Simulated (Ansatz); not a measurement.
**Effect of biaxial strain +2.38 %, plane normal [001], relaxed out of plane on TiN**

Base system: TiN in the rock salt structure (space group Fm-3m, No. 225; a = 4.234 Å; relaxed with 0.1 eV smearing). Axes: x, y, z lie along the cube axes.

The change: tensile biaxial strain of 2.38 % in the plane normal to [001], as in epitaxy on a mismatched substrate; the out-of-plane cell vector and the atoms relax.

All numbers come from r2SCAN (Ansatz, a first-principles code; PAW; 500 eV plane waves; no spin-orbit coupling), earlier PAW set. k-mesh 23×23×23 (Γ-centred); smearing 0.1 eV (Fermi–Dirac).

```json
[
 {"quantity": "volume per atom", "base": "9.49 Å³", "changed": "9.84 Å³", "shift": "+0.356 Å³"},
 {"quantity": "energy relative to the base (free energy F)", "base": "0 meV/atom", "changed": "+21 meV/atom", "shift": "+21 meV/atom"},
 {"quantity": "pressure (mean of the normal stresses, compression positive)", "base": "0.0 GPa", "changed": "-9.4 GPa", "shift": "-9.4 GPa"},
 {"quantity": "band gap", "base": "zero", "changed": "zero", "shift": "–"},
 {"quantity": "out-of-plane strain", "base": "–", "changed": "-1.01 %", "shift": "–"},
 {"quantity": "ratio −ε⊥/ε∥", "base": "–", "changed": "0.42", "shift": "–"},
 {"quantity": "mean in-plane stress (compression positive)", "base": "–", "changed": "-14.1 GPa", "shift": "–"}
]
```

Final structure (turned so that z lies along the plane normal):

```xyz
2
Lattice="3.0651 0.0000 0.0000 0.0000 3.0651 0.0000 1.5325 -1.5325 2.0956" Properties=species:S:1:pos:R:3 pbc="T T T"
N      0.0000     0.0000     0.0000
Ti     1.5325     1.5325     0.0000
```

Cost of the whole job for the changed cell (relaxation, final SCF and bands): about 2.3 core-minutes (a rough figure).

No phonon test of stability was made. The final runs are not spin-polarised. An odd electron count without spin: TiN.
